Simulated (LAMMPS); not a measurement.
Consider a free-standing liquid film of Cu, 2352 atoms, at 1360 K in molecular dynamics.

Level of theory: classical MD, pair style eam, the elements' _u3.eam files (universal-3 set of Foiles, Baskes and Daw); code LAMMPS.

```tsv
z (Å)	number density (Å⁻³)
-25.31	0.0000
-24.30	0.0016
-23.30	0.0194
-22.30	0.0602
-21.30	0.0737
-20.29	0.0764
-19.29	0.0753
-18.29	0.0746
-17.29	0.0747
-16.29	0.0744
-15.28	0.0747
-14.28	0.0746
-13.28	0.0740
-12.28	0.0747
-11.27	0.0753
-10.27	0.0734
-9.270	0.0756
-8.270	0.0740
-7.270	0.0751
-6.260	0.0743
-5.260	0.0743
-4.260	0.0747
-3.260	0.0742
-2.250	0.0747
-1.250	0.0746
-0.2500	0.0737
0.7500	0.0756
1.750	0.0732
2.760	0.0759
3.760	0.0734
4.760	0.0747
5.760	0.0752
6.760	0.0738
7.770	0.0751
8.770	0.0737
9.770	0.0751
10.77	0.0742
11.78	0.0746
12.78	0.0749
13.78	0.0743
14.78	0.0745
15.78	0.0743
16.79	0.0741
17.79	0.0753
18.79	0.0746
19.79	0.0769
20.80	0.0736
21.80	0.0593
22.80	0.0202
23.80	0.0022
24.80	0.0001
25.81	0.0000
```

Read from the full data:
- number density in the middle: 0.0745 Å⁻³
